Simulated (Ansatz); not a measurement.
## A constructed model of the (110) surface of bcc W, a cell of two sites (a+b, b-a) surface alloy, Sn on one W site of the top plane (bottom of the slab: a bare face, its two planes held)

The numbers are results of PBE (plane waves to 420 eV, PAW; Ansatz, an electronic-structure program), not measurements.

Slab: 12 atoms, 11.2 Å thick at the start with caps and adatoms (thin: gaps and levels are the slab's own); k 12x8x1, smearing 0.1 eV, dipole-corrected; 4 atoms held, the rest relaxed; start symmetry kept, larger cells not searched; no spin, no spin-orbit, no U. It is one candidate, not shown to be the stable structure of the face.

```json
{
 "work_function_of_the_top_face": "4.14 eV",
 "energy_released_by_relaxation": "0.61 eV",
 "cost": "around 7 core-minutes (rough)"
}
```
